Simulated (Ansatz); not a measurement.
Consider SiS2 in the 2H-MoS2 type structure (space group P6_3/mmc, No. 194; a = 3.210 Å, c = 11.767 Å; a hypothetical phase, not in the database extracts checked; layered, stacked along the Cartesian z axis).

(Cell as relaxed with PBE-D3(BJ).)

Levels (all Ansatz, a quantum-chemistry and plane-wave program, PAW): PBE-D3(BJ) (420 eV, spin-orbit coupling left out); r2SCAN+rVV10 (500 eV, no spin-orbit coupling).

Each level relaxes its own structure.

```tsv
base	PBE-D3(BJ)	r2SCAN+rVV10
volume per atom	17.50 Å³	18.23 Å³
lattice parameter a	3.210 Å	3.224 Å
band gap	zero	zero
```

One thing is altered: an isotropic linear strain of +1.67 %; the atoms relax in the strained cell.

| quantity | PBE-D3(BJ) | r2SCAN+rVV10 |
|---|---|---|
| band gap | zero | [?] |
| energy relative to the base (free energy F) | +8.8 meV/atom | [?] |
| pressure (mean of the normal stresses, compression positive) | -3.1 GPa | [?] |
| largest internal atomic displacement | 0.023 Å | [?] |

What does r2SCAN+rVV10 give?


- band gap, r2SCAN+rVV10: 0.14 eV
- energy relative to the base (free energy F), r2SCAN+rVV10: +9.6 meV/atom
- pressure (mean of the normal stresses, compression positive), r2SCAN+rVV10: -3.2 GPa
- largest internal atomic displacement, r2SCAN+rVV10: 0.022 Å

They disagree on the band gap; PBE-D3(BJ)'s energy relative to the base lies 0.8 meV/atom below r2SCAN+rVV10's. Neither level is exact; r2SCAN+rVV10 is the comparison here, not a measurement.

Stability against distortions was not tested. The final runs are not spin-polarised. Gaps under 0.05 eV, about the width of the smearing, are given as zero. A zero or small gap of SiS2 can be the functional's error rather than a property of the material.
